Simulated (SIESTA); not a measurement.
A self-consistent single point of MgZnCu (P1, 6 atoms in the cell) with SIESTA.

Level of theory: LDA PW92, numerical atomic orbitals DZP, PseudoDojo LDA standard norm-conserving potentials (rewritten from UPF to PSML) (SIESTA 5.4.2).

The change in words: atoms moved at random. Reference geometry:
```
MgZnCu
1.0
   -2.53499     2.56596     3.58238
    2.53499    -2.56596     3.58238
    2.53499     2.56596    -3.58238
Mg Zn Cu
2 2 2
Direct
  0.12315   0.87315   0.25000
  0.87685   0.12685   0.75000
  0.50000   0.50000   0.50000
  0.50000   0.00000   0.00000
  0.50000   0.50000   0.00000
  0.00000   0.50000   0.50000
```

Reference input (self-consistent single point, DFT, LDA PW92, numerical atomic orbitals DZP, PseudoDojo LDA standard norm-conserving potentials (rewritten from UPF to PSML)): XC.functional = LDA; XC.authors = PW92; potentials = PseudoDojo LDA standard; PAO.BasisSize = DZP; PAO.EnergyShift = 0.005 Ry; MeshCutoff = 400 Ry; kgrid.MonkhorstPack = 5 5 5; OccupationFunction = FD; ElectronicTemperature = 100 meV; MaxSCFIterations = 150; SCF.Mixer.Method = Broyden; SCF.Mixer.Weight = 0.2. This run's input differs from it in these lines:

```diff
@@ -19,8 +19,8 @@
 %block AtomicCoordinatesAndAtomicSpecies
-     2.534993000   -1.282978000    2.673527955  1
-     0.000000000    3.848934000    0.908849045  1
-     1.267496500    1.282978000    1.791188500  2
-    -1.267496500    1.282978000    1.791188500  2
-     0.000000000    0.000000000    3.582377000  3
-     2.534993000    0.000000000    0.000000000  3
+     2.594091292   -1.309712696    2.666725021  1
+    -0.055714076    3.855107690    0.903618774  1
+     1.278526255    1.252455953    1.850258314  2
+    -1.304180384    1.239374710    1.775594413  2
+     0.057115927    0.036290316    3.574227092  3
+     2.500139381    0.058398593   -0.023289033  3
 %endblock AtomicCoordinatesAndAtomicSpecies
```

Log, with long lists cut:

```
        iscf     Eharris(eV)        E_KS(eV)     FreeEng(eV)     dDmax    Ef(eV) dHmax(eV)
   scf:    1   -24625.417053   -24814.959861   -24815.082001  5.324653  0.421970 42.794713
   scf:    2   -24897.156502   -24895.781470   -24895.830600  3.571274 -1.890748 14.034292
   scf:    3   -24905.491132   -24901.571695   -24901.621213  0.281429 -1.900660  6.261961
   scf:    4   -24902.893514   -24902.569173   -24902.618910  0.196520 -1.931283  1.355517
   scf:    5   -24902.391555   -24902.579084   -24902.628358  0.129744 -2.065369  1.155148
   [... 3 lines left out ...]
   scf:    9   -24902.659244   -24902.659152   -24902.708195  0.005725 -2.036891  0.008166
   scf:   10   -24902.659157   -24902.659155   -24902.708196  0.000337 -2.037177  0.005172
   scf:   11   -24902.659164   -24902.659160   -24902.708198  0.000413 -2.037090  0.001227
   scf:   12   -24902.659163   -24902.659162   -24902.708198  0.000061 -2.037227  0.000588
SCF Convergence by DM+H criterion
max |DM_out - DM_in|         :     0.0000610591
max |H_out - H_in|      (eV) :     0.0005875407
SCF cycle converged after 12 iterations

Using DM_out to compute the final energy and forces

siesta: E_KS(eV) =           -24902.6592

siesta: E_KS - E_eggbox =    -24902.6592

siesta: Atomic forces (eV/Ang):
     1   -0.309602    0.094921    0.070101
     2    0.353087   -0.080437    0.035791
     3   -0.148487    0.200559   -0.303842
     4    0.353312    0.195391    0.121295
     5   -0.293496   -0.178420    0.142196
     6    0.039681   -0.228625   -0.066054
   Tot   -0.005506    0.003390   -0.000513
   Max    0.353312
   Res    0.206950    sqrt( Sum f_i^2 / 3N )
   Max    0.353312    constrained

   [... lines left out ...]
siesta: FreeEng =    -24902.708198
siesta: Cell volume =         93.208871 Ang**3
siesta:         -80.96129997        -75.42090704  kBar
   [... lines left out ...]
              0.307   1.797   1.767   1.820   1.735   1.802   0.126   0.142

              0.100   0.159   0.107

mulliken: Qtot =       98.000

Mulliken Atomic Populations:
Atom #   charge [q] valence [e]  Species
     1     0.270303    9.729697  Mg
     2     0.269710    9.730290  Mg
     3     0.101767   19.898233  Zn
     4     0.060883   19.939117  Zn
     5    -0.351479   19.351479  Cu
     6    -0.351183   19.351183  Cu
 Total     0.000000
```

The run converged in 12 iterations. Against the reference run the free energy rises by 10.5 meV/atom, the pressure goes from -8.36 to -8.10 GPa and the largest force goes from 0.003 to 0.422 eV/Å.

The starting cell comes from a database of computed structures (which also holds hypothetical and non-ambient phases and stackings), without a prior relaxation at this level. Its lattice was rescaled by a random factor within 2.5 % of one. For this run, on top of that: atoms moved at random. Spin polarisation is off. Values carry the incompleteness of an atom-centred basis. With a pressure of about -8 GPa the cell is away from its equilibrium volume at this level.

Cost on one core of a shared machine: roughly 30 s.
